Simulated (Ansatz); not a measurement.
Take Rh in the fcc (Cu type) structure (space group Fm-3m, No. 225; a = 3.7816 Å; relaxed with 0.1 eV smearing) as the base. Axes: x, y, z lie along the cube axes.

Computed with Ansatz (a quantum-chemistry and plane-wave program) PBEsol, scalar-relativistic without spin-orbit coupling.

For the base:

```
Quantity           Result
---------------  --------
Volume per atom  13.52 Å³
Pressure          0.0 GPa
```

One thing is altered: biaxial strain −1.67 %, plane normal [111], relaxed out of plane (Cartesian); in-plane vectors clamped, the third vector and the atoms free.

Question: What does the calculation give for the volume per atom after the change?

Answer: The volume per atom shrinks by 0.33 Å³ (13.52 Å³ → 13.19 Å³).

Question: Predict the new pressure.

Answer: The pressure (mean of the normal stresses, compression positive) goes from zero to 8.0 GPa.

Stability against distortions was not tested. All final runs are without spin polarisation.
